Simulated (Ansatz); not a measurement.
Take Cd in the hcp (Mg type) structure (space group P6_3/mmc, No. 194; a = 3.0294 Å, c = 5.7589 Å; relaxed with 0.1 eV smearing) as the base. Axes: x lies along a and z along c of the hexagonal cell.

Level of theory: PBE (Ansatz, an electronic-structure program), no spin-orbit coupling.

It is then changed as follows: uniaxial strain ε_zz = −1.50 %, all other strain components held at zero; the atoms relax in the strained cell.

Task: How does this affect the stress and energy relative to the base?

Result: The stress (xx, yy, zz, yz, xz, xy; compression positive) is (0.5, 0.5, 0.6, 0.0, 0.0, 0.0) GPa; the energy rises by 0.6 meV/atom.

No phonon test of stability was made.
